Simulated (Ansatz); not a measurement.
An Ansatz (a program for electronic structure) input for In-slab alone, frozen as in the stack:

Ansatz 0.2 input:
```yaml
crystal:
  lattice:
    - [3.415005763, 0.0, 0.0]
    - [-1.707502882, 2.957481744, 0.0]
    - [0.0, 0.0, 37.86]
  atoms:
    - { symbol: In, position: [0.666666667, 0.333333333, 0.552150511] }
    - { symbol: In, position: [0.333333333, 0.666666667, 0.622651589] }
    - { symbol: In, position: [0.0, 0.0, 0.691340719] }
    - { symbol: In, position: [0.666666667, 0.333333333, 0.761818809] }
  symmetry: { detect: true }
basis:
  ecutwfc: 420
  ecutrho_ratio: 4
  xc_grid: 2
kpoints:
  mp_grid: { grid: [15, 15, 1] }
hamiltonian:
  xc: pbe
  dispersion: d3bj
  pseudopotentials: { kind: paw }
scf:
  n_extra_bands: 16
  occupations: { method: fermi_dirac, width: 0.05 }
output:
  forces: true
  eigenvalues: true
efield:
  axis: 3
  dipole_correction: true
```

Level of theory: PBE+D3(BJ) (plane waves to 420 eV, PAW; Ansatz). Spin–orbit coupling is left out. Its k-point mesh 15×15×1, Fermi–Dirac width 0.05 eV. A dipole correction is on.

Question: Write the closing report of this run, without the band table and long remarks, to eight decimals at most.

Answer: 
```
SCF converged after 7 iterations
Free energy (F): -22392.019694 eV
Harris-Foulkes:  -22392.019694 eV  (|F-HF|=4.73e-10)
Internal energy: -22392.003710 eV  (E = F + TS)
E sigma→0 (E₀):  -22392.011702 eV
Entropy (-TS):   -0.015984 eV (-3.996 meV/atom)
Fermi energy:    0.074234 eV
Dipole field:    D = -0.000014 V/Å  (p = -0.000031 e·Å, saw-weighted, corrected)
Work function:   Φ+ = 3.7743 eV   Φ− = 3.7737 eV
Levels:          The Fermi level and band energies are counted from a zero that moves with the ramp; work functions are not
--- Per-component energies (eV) ---
  E_band       = -619.124920
  E_kinetic    = 962.531615
  E_local      = -85212.069353  (includes V_loc(G=0)·N_el)
  E_nonlocal   = 1463.888008
  E_hartree    = 41879.340639
  E_xc         = -862.588754
  E_vxc        = -397.840484  (∫ρ·V_xc dr)
  E_paw        = -16607.583553  (= ΣΔE_a)
  E_vpaw       = -1194.313888  (= ΣTr[D̂ρ^β])
  E_aug_tail   = 0.000102  (compensation charges beyond the density's cutoff)
  E_efield     = 0.000000  (sawtooth field / dipole correction)
  E_vefield    = 0.000000  (∫n·V_field dr)
  E_ewald      = 35985.484908
  E_disp       = -1.007323  (pairwise vdW)
  E_smearing   = -0.015984  (= −TS)
  E_closure    = 0.000000  (closes the sum)
  Σ components = -22392.019694   (vs F -22392.019694, Δ=0.00e0)
--- Forces (eV/Å), atoms counted from 1 ---
  atom   1  In     0.00000000     0.00000000     0.06279566
  atom   2  In     0.00000000     0.00000000     0.01055698
  atom   3  In     0.00000000    0.00000000    -0.01195466
  atom   4  In    0.00000000    0.00000000    -0.06139773
  max |Σ_I F_I| component: 2.44e-7 eV/Å
```

Cost: very roughly 40 core-seconds.
